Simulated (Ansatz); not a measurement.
## Convergence series on CuAu (P4/mmm, 2 atoms in the cell)

```yaml
crystal:
  lattice:
    - [2.85811, 0.00000, 0.00000]
    - [0.00000, 2.85811, 0.00000]
    - [0.00000, 0.00000, 3.59092]
  atoms:
    - { symbol: Cu, position: [0.50000, 0.50000, 0.50000] }
    - { symbol: Au, position: [0.00000, 0.00000, 0.00000] }
```

Method of the run: PBE, PAW files (plane waves; Ansatz, an electronic-structure program).

The starting cell comes from a database of computed structures (which also holds hypothetical and non-ambient phases and stackings), without a prior relaxation at this level. Its lattice was rescaled by a random factor within 2.5 % of one. Spin polarisation is off. In the base run, with a pressure of about 4 GPa the cell is away from its equilibrium volume at this level. Ansatz's pressure includes its estimate of the finite-basis (Pulay) stress.

Held fixed: kpoints.mp_grid.grid = 8 8 6; hamiltonian.xc = pbe; hamiltonian.pseudopotentials = {kind: paw} (an earlier, softer set of the program's PAW files); scf.occupations.method = fermi_dirac; scf.occupations.width = 0.1 eV.

ΔF is the free energy per atom less that of the last row (840 eV).

The first pressure column holds Ansatz's estimate of the finite-basis (Pulay) stress, which hides part of the cutoff error; the other is without it.

```
basis.ecutwfc  ΔF (meV/atom)  pressure (GPa)  pressure at a fixed set of plane waves (GPa)  plane waves  iterations
-------------  -------------  --------------  --------------------------------------------  -----------  ----------
170 eV               25901.8          -30.00                                      -1151.00          139          10
210 eV                6281.1            1.33                                       -353.67          213          10
250 eV                1233.9           10.36                                        -89.54          253          10
295 eV                 142.9            4.24                                        -11.92          347          10
335 eV                  14.8            3.71                                          1.71          407          10
380 eV                   3.6            3.71                                          3.63          519          11
420 eV                   2.5            3.69                                          3.59          577          10
485 eV                  0.59            3.68                                          3.63          717          10
545 eV                  0.22            3.67                                          3.67          845          11
630 eV                  0.11            3.67                                          3.67         1035          11
735 eV                  0.06            3.67                                          3.67         1319          11
840 eV                  0.00            3.67                                          3.67         1617          11
```

Energy within 2 meV/atom of the last row: from basis.ecutwfc = 485 eV on; the one before it is off by 2.5 meV/atom.

Pressure within 1 GPa of the last row: from basis.ecutwfc = 295 eV on; the one before it is off by 6.7 GPa. The value it settles on is 3.7 GPa at this level of theory and with the other settings as held.

Keys are those of Ansatz 0.2.
